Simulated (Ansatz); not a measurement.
# What biaxial strain +1.55 %, plane normal [001], relaxed out of plane does to HgS

Consider HgS in the zinc blende structure (space group F-43m, No. 216; a = 5.876 Å). Axes: x, y, z lie along the cube axes.

One thing is altered: biaxial strain +1.55 %, plane normal [001], relaxed out of plane (Cartesian); in-plane vectors clamped, the third vector and the atoms free.

Method: PBEsol, PAW, 420 eV (Ansatz, a quantum-chemistry and plane-wave program; no spin-orbit coupling), earlier PAW set. k-mesh 10×10×10 (Γ-centred); smearing 0.05 eV (Fermi–Dirac).

| quantity | base | changed | shift |
|---|---|---|---|
| space group | F-43m (No. 216) | I-4m2 (No. 119) | – |
| shortest interatomic distance | 2.544 Å | 2.551 Å | +0.0062 Å |
| energy relative to the base (free energy F) | 0 meV/atom | +1.5 meV/atom | +1.5 meV/atom |
| pressure (mean of the normal stresses, compression positive) | 0.0 GPa | -0.4 GPa | -0.4 GPa |
| band gap | zero | zero | – |
| valley order (the lowest conduction-band minima on the path, energy above the VBM, named in the base's zone) | – | Γ 0.03 eV; L along [1-1-1] 1.45 eV | – |
| out-of-plane strain (rough) | – | -2.42 % | – |

Without a gap, meshes like the base's 10×10×10 leave anisotropic stresses uncertain by several tenths of a GPa, and small strain energies with them. With Hg present, leaving out spin-orbit coupling can change the band edges. No phonon test of stability was made. The final runs are not spin-polarised. Gaps under 0.05 eV, about the width of the smearing, are given as zero. A zero or small gap of HgS can be the functional's error rather than a property of the material.
